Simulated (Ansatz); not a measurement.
Base system: In2Si2O7 (space group C2/m, No. 12; a = 6.632 Å, b = 8.650 Å, c = 4.725 Å, α = γ = 90.00°, β = 102.67°).

Level of theory: PBEsol in Ansatz (plane waves to 420 eV, PAW, no SOC).

One change was made to it. Results:

```json
[
 {"quantity": "valence-band top at Γ (three highest levels, from the VBM)", "base": "0.00, -0.44, -0.54 eV", "after": "0.00, -0.45, -0.54 eV"},
 {"quantity": "gap character", "base": "direct at Γ", "after": "direct at Γ"},
 {"quantity": "band gap", "base": "2.87 eV", "after": "2.90 eV"},
 {"quantity": "density", "base": "5.00 g/cm³", "after": "5.02 g/cm³"}
]
```

Task: What was done to the base?
(A) pressure 0.7 GPa
(B) pressure 5 GPa
(C) pressure 7.5 GPa

Result: A, pressure 0.7 GPa. For comparison, the band gap in the other runs: pressure 5 GPa gives 3.09 eV; pressure 7.5 GPa gives 3.19 eV.

Load acts through the strain it causes; cell and atoms are relaxed under it. No phonon test of stability was made. Competing high-pressure phases were not computed.

Ansatz is a quantum-chemistry and plane-wave program.
